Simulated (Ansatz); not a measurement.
## BaHfO3, pressure series

The parent structure is BaHfO3 in the cubic perovskite structure (space group Pm-3m, No. 221).

```
CELL_PARAMETERS angstrom
      4.20624     0.00000     0.00000
      0.00000     4.20624     0.00000
      0.00000     0.00000     4.20624
ATOMIC_POSITIONS crystal
  Ba 0.50000 0.50000 0.50000
  Hf 0.00000 0.00000 0.00000
  O  0.00000 0.50000 0.00000
  O  0.50000 0.00000 0.00000
  O  0.00000 0.00000 0.50000
```

Cell and atoms are relaxed at each pressure.

Computed with Ansatz (a first-principles code), PBE, PAW, cutoff 420 eV, spin-orbit coupling left out.

Two rows of this table had their results exchanged by mistake.

| pressure | volume per atom (Å³) | shortest distance (Å) | band gap |
|---|---|---|---|
| pressure −2 GPa | 15.08 | 2.112 | 3.59 eV |
| pressure −1 GPa | 14.98 | 2.108 | 3.61 eV |
| pressure 0.3 GPa | 14.44 | 2.082 | 3.68 eV |
| pressure 0.7 GPa | 14.82 | 2.100 | 3.63 eV |
| pressure 1.5 GPa | 14.74 | 2.096 | 3.64 eV |
| pressure 5 GPa | 14.86 | 2.102 | 3.63 eV |
| pressure 7.5 GPa | 14.24 | 2.073 | 3.71 eV |
| pressure 10 GPa | 14.06 | 2.064 | 3.74 eV |

Which two?

The rows for pressure 0.3 GPa and pressure 5 GPa: the volume has to fall steadily with pressure, so 14.86 Å³ belongs to pressure 0.3 GPa and 14.44 Å³ to pressure 5 GPa.

Spin-orbit coupling, missing from the scalar runs, can matter with Hf. Load acts through the strain it causes; cell and atoms are relaxed under it. Stability against distortions was not tested. Competing high-pressure phases were not computed. The base started in P4mm and relaxed to Pm-3m at this level.
